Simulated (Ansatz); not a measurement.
For BeTe (model structure, started from the NiAs type, P6₃/mmc, No. 194, 4 atoms in the cell), LDA (plane waves, PAW; Ansatz, a program for electronic structure) gives:

| Item | Result |
|---|---|
| equilibrium lattice constant a | 3.779 Å |
| c axis length | 5.921 Å |
| bulk modulus | 76.2 GPa |
| cohesive energy | 3.66 eV/atom |

Task: What does r²SCAN (PAW; Ansatz) give for the same quantities?

Result: 
- lattice constant a: 3.860 Å (increases by 2.1 %)
- lattice parameter c: 6.014 Å (goes up by 1.6 %)
- bulk modulus: 68.8 GPa (decreases by 9.7 %)
- cohesive energy: 2.93 eV/atom (drops by 0.73 eV/atom)

Changes are worked out from the printed values.

Unless a cell is named, each level is at its own relaxed cell (LDA 18.30, r²SCAN 19.41 Å³/atom).

Levels without +SOC leave out spin–orbit coupling, which shifts energies and cells of such heavy elements.

Caveats: the bulk modulus is −V dP/dV from two relaxed cells at ±2 % in volume (LDA, r²SCAN). Ansatz's density-functional and Hartree–Fock values are scalar-relativistic unless marked +SOC, with PAW data made under PBE.

A model structure was made by putting elements into a prototype or built by hand; it is no filed structure, need not be a known phase, and can be a saddle point held by its symmetry.
